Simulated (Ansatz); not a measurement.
Cl on the 1x1 (0001) surface of hcp Ti, one in a 2x2 cell, energies for each (29.9 Å²). Energies are against ½ Cl2(g), without zero-point or thermal terms; each row is named by its start.

Calculation: PBE (plane waves to 420 eV, PAW; Ansatz, an electronic-structure program).

Slab: 17 atoms, 6.8 Å thick at the start under the adsorbate (thin: gaps and levels are the slab's own); k 6x6x1, smearing 0.1 eV, dipole-corrected; 8 atoms held, the rest relaxed; each run with such symmetry as its start has; no spin, no spin-orbit, no U, no dispersion correction.

A negative adsorption energy means that the adsorbate is more stable on the surface than in its reference. Heights count from the host atoms within 0.3 Å of the top one.

| starting site | E_ads (eV) | height (Å) | nearest host atom (Å) | bonded to | Δ work function (eV) | lateral drift (Å) |
|---|---|---|---|---|---|---|
| top Ti | -2.73 | 2.23 | Ti 2.23 | Ti | 0.57 | 0.0 |
| hollow Ti-Ti-Ti | -3.57 | 1.79 | Ti 2.51 | 3 Ti | -0.23 | 0.0 |
| hollow Ti-Ti-Ti over Ti at depth 2.2 Å | [?] | 1.81 | Ti 2.52 | 3 Ti | -0.23 | 0.0 |
| bridge Ti-Ti (span 2.9 Å) | -3.57 | 1.80 | Ti 2.51 | 3 Ti | -0.23 | 0.8 |

**Question.** Complete the blanks.

**Answer.** 
- hollow Ti-Ti-Ti over Ti at depth 2.2 Å, E_ads (eV): -3.48
